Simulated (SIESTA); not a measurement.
Input and output of a self-consistent single point for MoWSe₄ (P-3m1, 12 atoms in the cell) (SIESTA).

Method of the run: GGA PBEsol, numerical atomic orbitals DZP, PseudoDojo PBEsol standard norm-conserving potentials (rewritten from UPF to PSML) run with SIESTA.

```xyz
12
Lattice="3.3233 0.0000 0.0000 -1.6616 2.8780 0.0000 0.0000 0.0000 37.8452" Properties=species:S:1:pos:R:3 pbc="T T T"
Mo     0.0000     1.9187     3.5548
Mo     1.6616     0.9593    34.2904
W      0.0000     1.9187    27.1801
W      1.6616     0.9593    10.6652
Se     0.0000     1.9187    35.9666
Se     1.6616     0.9593     1.8786
Se     0.0000     1.9187    12.3489
Se     1.6616     0.9593    25.4963
Se     1.6616     0.9593    28.8646
Se     0.0000     1.9187     8.9807
Se     1.6616     0.9593     5.2306
Se     0.0000     1.9187    32.6146
```

Reference input (self-consistent single point, DFT, GGA PBEsol, numerical atomic orbitals DZP, PseudoDojo PBEsol standard norm-conserving potentials (rewritten from UPF to PSML)): XC.functional = GGA; XC.authors = PBEsol; potentials = PseudoDojo PBEsol standard; PAO.BasisSize = DZP; PAO.EnergyShift = 0.01 Ry; MeshCutoff = 400 Ry; kgrid.MonkhorstPack = 11 11 1; OccupationFunction = FD; ElectronicTemperature = 10 K; MaxSCFIterations = 150; SCF.Mixer.Method = Broyden; SCF.Mixer.Weight = 0.2. This run's input differs from it in these lines:

```diff
@@ -39,4 +39,4 @@
 %block kgrid.MonkhorstPack
-   11   0   0  0.0
-    0  11   0  0.0
+    4   0   0  0.0
+    0   4   0  0.0
     0   0   1  0.0
```

Output (repeated stretches shortened):

```
        iscf     Eharris(eV)        E_KS(eV)     FreeEng(eV)     dDmax    Ef(eV) dHmax(eV)
   scf:    1   -34181.337924   -34265.779595   -34265.779595  1.567180 -1.135850 24.325576
   scf:    2   -34292.607682   -34303.938517   -34303.938517  0.549753 -3.866912  5.336328
   scf:    3   -34306.603845   -34306.344459   -34306.344459  0.158200 -2.747115  2.041293
   scf:    4   -34306.933114   -34306.671586   -34306.671586  0.041805 -3.028627  1.214377
   scf:    5   -34307.021678   -34306.896304   -34306.896304  0.083987 -3.600158  1.011912
   [... 7 lines left out ...]
   scf:   13   -34306.920396   -34306.920394   -34306.920394  0.000163 -3.683635  0.001662
   scf:   14   -34306.920395   -34306.920395   -34306.920395  0.000058 -3.683359  0.001270
   scf:   15   -34306.920395   -34306.920395   -34306.920395  0.000029 -3.683262  0.001009
   scf:   16   -34306.920395   -34306.920395   -34306.920395  0.000016 -3.683299  0.000718
SCF Convergence by DM+H criterion
max |DM_out - DM_in|         :     0.0000156815
max |H_out - H_in|      (eV) :     0.0007183787
SCF cycle converged after 16 iterations

Using DM_out to compute the final energy and forces

siesta: E_KS(eV) =           -34306.9204

siesta: E_KS - E_eggbox =    -34306.9204

siesta: Atomic forces (eV/Ang):
     1    0.000180   -0.000103   -0.003229
     2   -0.000180    0.000103    0.003229
     3    0.000178   -0.000101    0.028048
     4   -0.000178    0.000101   -0.028048
     5    0.000092   -0.000052    0.355533
     6   -0.000092    0.000052   -0.355533
     7    0.000091   -0.000051    0.209051
     8   -0.000091    0.000052   -0.209052
     9   -0.000090    0.000052    0.423056
    10    0.000090   -0.000052   -0.423056
    11   -0.000092    0.000052    0.377601
   [... lines left out ...]
siesta: FreeEng =    -34306.920395
   [... lines left out ...]
siesta:     0.011430    0.000186    0.000000
siesta:     0.000186    0.011645   -0.000000
siesta:     0.000000   -0.000000    0.001736

siesta: Cell volume =        361.968255 Ang**3

siesta: Pressure (static):
siesta:                Solid            Molecule  Units
siesta:          -0.00009008         -0.00017035  Ry/Bohr**3
siesta:          -0.00827050         -0.01564085  eV/Ang**3
siesta:         -13.25080520        -25.05940122  kBar
```

The run converged in 16 iterations. Against the reference run the free energy goes down by 18.6 meV/atom, the pressure goes from -1.13 to -1.33 GPa, the largest force goes from 0.455 to 0.423 eV/Å and the gap on the mesh goes from 1.350 to 1.586 eV.

The starting cell comes from a database of computed structures (which also holds hypothetical and non-ambient phases and stackings), without a prior relaxation at this level. Spin-orbit coupling is off. Values carry the incompleteness of an atom-centred basis. Another mesh or the band path of this cell gives a smaller gap, so this value is not converged in the mesh.

Cost on one core of a shared machine: roughly 2 min.
